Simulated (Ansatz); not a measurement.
**Response to strain in Hf**

Start from Hf in the hcp (Mg type) structure (space group P6_3/mmc, No. 194; a = 3.204 Å, c = 5.073 Å; relaxed with 0.1 eV smearing). Axes: x lies along a and z along c of the hexagonal cell.

Strains are applied to the cell and any free atomic positions relax.

Method: PBE (Ansatz, an electronic-structure program; PAW; 420 eV plane waves; without spin-orbit coupling).

Notes on the quantities. energy relative to the base: free energy F.

| uniaxial strain ε_zz (%) | energy relative to the base (meV/atom) |
|---|---|
| -3 | 13.0 |
| -2.5 | 9.0 |
| -2 | ? |
| -1.5 | 3.2 |
| -1 | 1.4 |
| -0.5 | 0.3 |
| 0 | 0.0 |

### Question
Fit ΔE = Aε² + Bε³ (ε in %) to the rows shown and predict the withheld row.

### Answer
Least squares on the printed values gives A = 1.40 and B = -0.016 meV/atom (largest residual 0.1 meV/atom); this predicts 5.7 meV/atom, and the run gives 5.7 meV/atom, in agreement.

Whether these cells are dynamically stable was not tested. All final runs are without spin polarisation.
